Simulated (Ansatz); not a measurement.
**A computed series for hypothetical Ia-3 C: response to strain**

Start from C (space group Ia-3, No. 206; a = 4.4487 Å; a hypothetical phase, not in the database extracts checked). Axes: x, y, z lie along the cube axes.

Strains are applied to the cell and any free atomic positions relax; under stress the whole cell relaxes.

Levels (all Ansatz, a quantum-chemistry and plane-wave program, PAW): PBEsol (420 eV, no SOC); r2SCAN (500 eV, no SOC); HSE06 (420 eV, no SOC).

Band gaps by level, all at the geometries relaxed with PBEsol:

```csv
case,PBEsol,r2SCAN,HSE06
base,2.30 eV,2.56 eV,3.48 eV
uniaxial strain ε_yy = −2.89 %,2.08 eV,[?],[?]
"strain tensor (xx, yy, zz, yz, xz, xy) = (+1.07, −0.87, −0.29, +0.54, −0.12, −0.08) %",2.20 eV,2.46 eV,[?]
tensor shear ε_yz = +0.13 %,2.29 eV,2.55 eV,3.48 eV
"uniaxial stress, 1 GPa compression along x",2.29 eV,2.55 eV,3.48 eV
```

Problem. What belongs in the blanks?

Solution. 
- uniaxial strain ε_yy = −2.89 %, r2SCAN: 2.34 eV
- uniaxial strain ε_yy = −2.89 %, HSE06: 3.28 eV
- strain tensor (xx, yy, zz, yz, xz, xy) = (+1.07, −0.87, −0.29, +0.54, −0.12, −0.08) %, HSE06: 3.39 eV

Single points use the geometry relaxed with PBEsol. The hybrid gap comes from the SCF mesh plus the semilocal run's edge points and a few special points and is an upper bound. Beyond what the load breaks, stability against distortions was not tested.
